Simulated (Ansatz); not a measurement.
Consider the energy of configuration A over configuration B. The value is E(A) − E(B).

Cell A: a slab of Rh (fcc, Fm-3m) cut along (111), 14 atoms, hexagonal cell of 5.42 Å (25.4 Å²), symmetry P3m1, 5.8 Å thick under 16 Å of vacuum, in-plane vectors held at the crystal's; planes from bottom to top: Rh4 × 3 | CO, its two faces unlike (dipole correction applied); added, foreign or displaced atoms, above the top plane: C bound to 3 Rh at 1.88 Å; O bound to 3 Rh at 2.01 Å; spin state with PBE: run without spin, k-point mesh 10×10×1.
```yaml
crystal:
  lattice:
    - [5.41940, 0.00000, 0.00000]
    - [2.70970, 4.69334, 0.00000]
    - [0.00000, 0.00000, 21.69284]
  atoms:
    - { symbol: Rh, position: [0.16667, 0.16667, 0.36949] }
    - { symbol: Rh, position: [0.66651, 0.16699, 0.36963] }
    - { symbol: Rh, position: [0.16699, 0.66651, 0.36963] }
    - { symbol: Rh, position: [0.66651, 0.66651, 0.36963] }
    - { symbol: Rh, position: [0.83415, 0.33293, 0.46872] }
    - { symbol: Rh, position: [0.33293, 0.33293, 0.46872] }
    - { symbol: Rh, position: [0.83333, 0.83333, 0.47146] }
    - { symbol: Rh, position: [0.33293, 0.83415, 0.46872] }
    - { symbol: Rh, position: [0.00320, 0.00320, 0.57506] }
    - { symbol: Rh, position: [0.49360, 0.00320, 0.57506] }
    - { symbol: Rh, position: [0.00320, 0.49360, 0.57506] }
    - { symbol: Rh, position: [0.50000, 0.50000, 0.56718] }
    - { symbol: C, position: [0.83333, 0.83333, 0.62097] }
    - { symbol: O, position: [0.16667, 0.16667, 0.63472] }
```

Cell B: a slab of Rh (fcc, Fm-3m) cut along (111), 14 atoms, hexagonal cell of 5.42 Å (25.4 Å²), symmetry P3m1, 7.5 Å thick under 16 Å of vacuum, in-plane vectors held at the crystal's; planes from bottom to top: Rh4 × 3 | C | O, its two faces unlike (dipole correction applied); added, foreign or displaced atoms, above the top plane: CO bound through C to 1 Rh at 1.84 Å; spin state with PBE: run without spin, k-point mesh 10×10×1.
```yaml
crystal:
  lattice:
    - [5.41940, 0.00000, 0.00000]
    - [2.70970, 4.69334, 0.00000]
    - [0.00000, 0.00000, 23.44552]
  atoms:
    - { symbol: Rh, position: [0.16612, 0.16612, 0.34258] }
    - { symbol: Rh, position: [0.66776, 0.16612, 0.34258] }
    - { symbol: Rh, position: [0.16612, 0.66776, 0.34258] }
    - { symbol: Rh, position: [0.66667, 0.66667, 0.34158] }
    - { symbol: Rh, position: [0.83464, 0.33072, 0.43487] }
    - { symbol: Rh, position: [0.33333, 0.33333, 0.43371] }
    - { symbol: Rh, position: [0.83464, 0.83464, 0.43487] }
    - { symbol: Rh, position: [0.33072, 0.83464, 0.43487] }
    - { symbol: Rh, position: [0.00000, 0.00000, 0.53456] }
    - { symbol: Rh, position: [0.49958, 0.00083, 0.52579] }
    - { symbol: Rh, position: [0.00083, 0.49958, 0.52579] }
    - { symbol: Rh, position: [0.49958, 0.49958, 0.52579] }
    - { symbol: C, position: [0.00000, 0.00000, 0.61293] }
    - { symbol: O, position: [0.00000, 0.00000, 0.66224] }
```

Plane-wave PAW calculations with Ansatz (an electronic-structure program), its PAW set soft_1, cutoff 420 eV, 500 eV for r2SCAN. The structures are at rest with PBE, within the held lattices; other levels are single points on them. Neutral cells; Fermi-Dirac smearing of at most 0.10 eV in the solids, energies taken to zero width. The lattices are those relaxed with PBE, so at other levels the solids can be strained, which adds to the spread. A dispersion term (D3(BJ), or D4 for r2SCAN) was computed beside these levels and is taken off wherever the name lacks it. Static lattices, no vibrational contributions. No structure search was made; lower ones may exist. The d electrons get no Hubbard U. No correction for cell size. Cell A has symmetry P3m1 and got no random move, so less symmetric positions, which may lie lower, weren't tried. Cell B has symmetry P3m1 and got no random move, so less symmetric positions, which may lie lower, weren't tried.

Task: Predict the value from PBE.

Result: 2.08 eV for A less B, so B lies lower.

Task: List the value at the remaining levels and say how far they part.

Result: 
```json
[
 {"Method": "r2SCAN", "value (eV)": "1.95", "less PBE": "-0.13"}
]
```

The levels span 0.13 eV, from r2SCAN (1.95) to PBE (2.08).
